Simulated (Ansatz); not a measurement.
Levels about the gap of amorphous Si24O48Cu (73 atoms in a cell of 1099 Å³, 2.28 g/cm³; zone centre alone, so wide bands show as single levels with stretches between that a denser mesh fills), at the geometry that PBE relaxed, where it gives 0.0 GPa on a denser mesh. The participation number counts the atoms over which a state spreads; weights are charges in smoothed Voronoi cells. The levels come from a single point, so bond lengths are those of that geometry. Method of the levels: PBE, scalar-relativistic without spin-orbit coupling (Ansatz, a program for electronic structure). Sampling: the zone centre alone; Fermi-Dirac width 0.02 eV; collinear spin, started from a total moment of 1 μB (at the end a net moment of 1.0 μB). In the spin-polarised cell the level spacing at the Fermi energy can part levels of unlike spin. At PBE the levels at both edges of the gap are localised (band-tail or defect states), and the nearest spread-out levels lie 5.6 eV apart at the zone centre.

Preparation: random packing, a CHGNet melt and quench, and a DFT relaxation. O atoms were pushed apart under 1.9 Å during the dynamics, to hinder bonds among them. The hot cell started wider than the set density and was brought back towards it in steps. It is the lowest in DFT energy of 2 quenches. It is a model cell: composition and starting density were chosen by hand, and all elements were melted together. No dispersion term was used. Its density started from a set value of 2.27 and ended at 2.28 g/cm³. The simulated quench (nominally 400 K/ps over its main leg) is rapid and tends to freeze in more defects than a deposited or slowly cooled glass has. Values belong to this one cell and scatter from quench to quench. The volume was free in the relaxation, at fixed shape. Stress components on the final sampling reach 1.4 GPa.

| E - E(highest filled), eV | filling | spin | participation number | largest on | weight Cu | weight O | weight Si |
|---|---|---|---|---|---|---|---|
| -1.16 | filled | dn | 1.6 | Cu, 3 neighbours | 0.79 | 0.19 | 0.03 |
| -1.12 | filled | up | 1.7 | Cu, 3 neighbours | 0.75 | 0.22 | 0.03 |
| -0.99 | filled | dn | 1.3 | Cu, 3 neighbours | 0.86 | 0.11 | 0.03 |
| -0.88 | filled | dn | 1.7 | Cu, 3 neighbours | 0.77 | 0.20 | 0.03 |
| -0.50 | filled | up | 2.7 | Cu, 3 neighbours | 0.54 | 0.42 | 0.04 |
| -0.33 | filled | dn | 2.5 | Cu, 3 neighbours | 0.58 | 0.39 | 0.04 |
| 0.00 | filled | up | 4.6 | Cu, 3 neighbours | 0.38 | 0.38 | 0.23 |
| 0.75 | empty | dn | 3.6 | Cu, 3 neighbours | 0.48 | 0.32 | 0.19 |
| 2.02 | empty | up | 5.6 | Si, 3 neighbours | 0.01 | 0.54 | 0.45 |
| 2.03 | empty | dn | 5.6 | Si, 3 neighbours | 0.01 | 0.53 | 0.46 |
| 2.87 | empty | up | 3.3 | Si, 3 neighbours | 0.00 | 0.45 | 0.55 |
| 2.87 | empty | dn | 3.3 | Si, 3 neighbours | 0.00 | 0.44 | 0.55 |
| 3.32 | empty | up | 47.1 | Si, 3 neighbours | 0.01 | 0.64 | 0.35 |
| 3.33 | empty | dn | 47.1 | Si, 3 neighbours | 0.01 | 0.64 | 0.35 |

Most localised among these is the filled level at -0.99 eV, on a Cu atom, which has 3 neighbours (O 1.87 Å, O 1.89 Å, Si 2.34 Å).
